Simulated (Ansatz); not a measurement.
**What uniaxial strain ε_zz = +3.00 % does to WC**

Take WC (space group P-6m2, No. 187; a = 2.884 Å, c = 2.812 Å; relaxed with 0.1 eV smearing) as the base. Axes: x lies along a and z along c of the hexagonal cell.

Modification: the cell is stretched by 3.00 % along z with no lateral relaxation, atoms relaxed at fixed cell.

All numbers come from Ansatz (an electronic-structure program) LDA, scalar-relativistic without spin-orbit coupling. Γ-centred 23×23×20 mesh, Fermi–Dirac width 0.1 eV.

Volume per atom: 10.43 Å³ (base 10.13 Å³)
Shortest interatomic distance: 2.207 Å (base 2.179 Å)
Energy relative to the base (free energy F): +27 meV/atom
Pressure (mean of the normal stresses, compression positive): -12.8 GPa (base 0.0 GPa)
Band gap: zero (base zero)
Stress (xx, yy, zz, yz, xz, xy; compression positive): (-5.3, -5.3, -27.8, 0.0, 0.0, 0.0) GPa

Final structure:

```yaml
crystal:
  lattice:
    - [2.88431, 0.00000, 0.00000]
    - [-1.44215, 2.49788, 0.00000]
    - [0.00000, 0.00000, 2.89588]
  atoms:
    - { symbol: W, position: [0.00000, 0.00000, 0.00000] }
    - { symbol: C, position: [0.33333, 0.66667, 0.50000] }
```

Cost of the whole job for the changed cell (relaxation, final SCF and bands): roughly 16 core-seconds.

Whether these cells are dynamically stable was not tested. All final runs are without spin polarisation.
